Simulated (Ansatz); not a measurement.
Results of LDA (Ansatz, a first-principles code, PAW) for ZrIr₃ (Pm-3m, No. 221, 4 atoms in the cell; start mp-1438).

Run with plane-wave cutoff 520 eV, 14×14×14 k mesh, Fermi–Dirac smearing 0.05 eV, no spin polarisation, scalar-relativistic PAW data made under PBE.

Cell (relaxed at this level):

```
CELL_PARAMETERS angstrom
      3.91083     0.00000     0.00000
      0.00000     3.91083     0.00000
      0.00000     0.00000     3.91083
ATOMIC_POSITIONS crystal
  Zr 0.00000 0.00000 0.00000
  Ir 0.50000 0.50000 0.00000
  Ir 0.00000 0.50000 0.50000
  Ir 0.50000 0.00000 0.50000
```

**Question.** Predict the bulk modulus.

**Answer.** 
- bulk modulus = 313 GPa

Note: the run has no spin polarisation, so it can have missed a magnetic state; the bulk modulus is −V dP/dV from two relaxed cells at ±2 % in volume; the relaxation could not lower the start's symmetry, so the cell can be a saddle point above a distorted one.

Spin–orbit coupling is not included.

The result took around 2.0 core-minutes (rough).

A start named mp-… is a Materials Project structure, which need not be a measured phase.
